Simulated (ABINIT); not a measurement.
Convergence study of the k-point mesh at a smearing width of 0.02 eV for V (Im-3m, 1 atom in the cell)

```
CELL_PARAMETERS angstrom
     -1.50743     1.50743     1.50743
      1.50743    -1.50743     1.50743
      1.50743     1.50743    -1.50743
ATOMIC_POSITIONS crystal
  V  0.00000 0.00000 0.00000
```

Computed with PBE, PAW (JTH v2.0 PBE PAW) (plane waves; ABINIT 10.0.3).

Base settings: pseudos = [V.GGA_PBE-JTH.xml]; ecut = 30 Ha; pawecutdg = 60 Ha; pawxcdev = 0; occopt = 7; tsmear = 0.00367493 Ha; ngkpt = 9 9 9; nshiftk = 1; shiftk = 0 0 0; potentials = JTH v2.0 PBE PAW.

In this ladder: tsmear = 0.00073499 Ha.

Only quantities that move along the ladder and can be compared are tabulated.

The count of work is k-points × plane waves × bands × iterations; it is no time. Core times come from one kind of shared machine, to one figure; runs under 30 s give none.

The starting cell has typed, rounded lattice constants, without a prior relaxation at this level. Its lattice was rescaled by up to half a per cent. Spin polarisation is off. In the base run, with a pressure of about -3 GPa the cell is away from its equilibrium volume at this level.

| ngkpt | free energy less the last step's (meV/atom) | pressure (GPa) | count of work / last | core time / last (rough) |
|---|---|---|---|---|
| 5 5 5 | 43.88 | -0.58 | 0.0094 | – |
| 6 6 6 | 70.87 | 0.29 | 0.018 | – |
| 8 8 8 | -9.94 | -4.09 | 0.028 | – |
| 9 9 9 | 10.46 | -3.41 | 0.036 | – |
| 11 11 11 | 1.70 | -2.87 | 0.058 | – |
| 14 14 14 | -6.43 | -2.95 | 0.11 | – |
| 17 17 17 | 2.39 | -2.43 | 0.16 | 0.2 |
| 20 20 20 | -0.04 | -2.67 | 0.24 | 0.3 |
| 25 25 25 | 0.27 | -2.74 | 0.43 | 0.5 |
| 30 30 30 | 0.00 | -2.75 | 1.0 | 1 |

Coarsest ngkpt that holds the free energy within 2 meV/atom of the last step, with all finer ones: 20 20 20, at 0.24 of the last step's count of work and about 0.3 of the last step's time; the step before is off by 2.4 meV/atom.

Coarsest ngkpt that holds the pressure within 1 GPa of the last step, with all finer ones: 9 9 9, at 0.036 of the last step's count of work; the step before is off by 1.3 GPa.
